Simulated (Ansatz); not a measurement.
Amorphous silicon oxynitride (Si$_{45}$O$_{18}$N$_{48}$), 111 atoms at 2.75 g/cm³, one PBE-relaxed geometry, zone centre. Methods: PBE, scalar-relativistic without spin-orbit coupling (Ansatz, a quantum-chemistry and plane-wave program); r2SCAN, scalar-relativistic without spin-orbit coupling (Ansatz). Plane waves to 420 eV (r2SCAN 500 eV). At PBE the levels at the filled edge of the gap are localised (band-tail or defect states), and the nearest spread-out levels lie 3.3 eV apart at the zone centre. The higher rungs were started with moments on some atoms, which died out.

The cell was made by melting and quenching with the CHGNet potential and then relaxed with DFT. O and N atoms were pushed apart under 1.9 Å during the dynamics, to hinder bonds among them. The hot cell started wider than the set density and was brought back towards it in steps. It is the lowest in DFT energy of 2 quenches. It is a model cell: composition and starting density were chosen by hand, and all elements were melted together. No dispersion term was used. A short ab initio anneal came between quench and relaxation. Its density started from a set value of 2.69 and ended at 2.75 g/cm³. Cooling (nominally 600 K/ps over its main leg) ran many orders faster than in experiment, which tends to leave more defects and strain. A cell of this size samples the disorder only roughly. Volume and shape were free in the relaxation.

The relaxation ran on the zone centre alone. At PBE the level gap is 1.45 eV on a 2×2×2 Γ-centred mesh, and the spacing at the zone centre alone 1.45 eV.

### Question
What zone-centre spacing does r2SCAN give, roughly?

### Answer
1.75 eV (+0.31 eV against PBE).

The highest filled and the lowest empty state spread over these numbers of atoms (participation numbers): PBE: 3.1 and 77.1; r2SCAN: 3.0 and 76.8.
